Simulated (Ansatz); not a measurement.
Results of r²SCAN+SOC (Ansatz, a quantum-chemistry and plane-wave program, plane waves, PAW) for Sr3Sn2O7 (Cmcm, No. 63, 24 atoms in the cell; start mp-17743).

Numerical settings: plane-wave cutoff 560 eV, 6×6×6 k mesh, Fermi–Dirac smearing 0.01 eV, PAW data made under PBE.

Cell (relaxed with PBEsol):

```xyz
24
Lattice="10.2045 -2.9052 0.0000 10.2045 2.9052 0.0000 0.0000 0.0000 5.7147" Properties=species:S:1:pos:R:3 pbc="T T T"
Sr    10.2045     1.4883     4.2861
Sr    10.2045    -1.4883     1.4287
Sr    14.0228     1.5267     4.2861
Sr     6.3862    -1.5267     1.4287
Sr    14.0228    -1.5267     1.4287
Sr     6.3862     1.5267     4.2861
Sn    12.2222    -1.4441     4.2861
Sn     8.1868     1.4441     1.4287
Sn    12.2222     1.4441     1.4287
Sn     8.1868    -1.4441     4.2861
O      1.6825     0.0000     2.8574
O     18.7265     0.0000     2.8574
O     18.7265     0.0000     0.0000
O      1.6825     0.0000     0.0000
O      7.8943     0.0000     0.0000
O     12.5147     0.0000     0.0000
O     12.5147     0.0000     2.8574
O      7.8943     0.0000     2.8574
O      4.0339    -1.0989     1.4287
O     16.3751     1.0989     4.2861
O      4.0339     1.0989     4.2861
O     16.3751    -1.0989     1.4287
O     10.2045    -1.0100     4.2861
O     10.2045     1.0100     1.4287
```

Q: What does this level give for the band gap?

A: 
* **band gap**: 3.16 eV (on the SCF k mesh)

Note: cell and atoms aren't relaxed at this level (largest force component 0.21 eV/Å, pressure 0.6 GPa).

Static lattice: no zero-point or thermal effects.

It cost roughly 90 core-minutes of CPU time.

A start named mp-… is a Materials Project structure, which need not be a measured phase.
